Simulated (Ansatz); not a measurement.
The parent structure is Ga2O3 (space group R-3m, No. 166; a = 2.9881 Å, c = 22.8522 Å (hexagonal axes); a hypothetical phase, not in the database extracts checked).

Levels (all Ansatz, an electronic-structure program, PAW): PBEsol (420 eV, no spin-orbit coupling); r2SCAN (500 eV, spin-orbit coupling left out).

Its gap is 2.85 eV with PBEsol and 3.51 eV with r2SCAN.

Now apply this change: every lattice vector is stretched by 2.92 %; the atoms relax in the strained cell.

With PBEsol the gap becomes 2.40 eV.

### Question
If the r2SCAN correction stayed the same, what would the r2SCAN gap be, and what does the r2SCAN run give?

### Answer
A rigid correction of +0.66 eV gives 3.06 eV. The r2SCAN run gives 3.02 eV, so the correction itself changes by -0.04 eV.

Single points use the geometry relaxed with PBEsol. Stability against distortions was not tested.
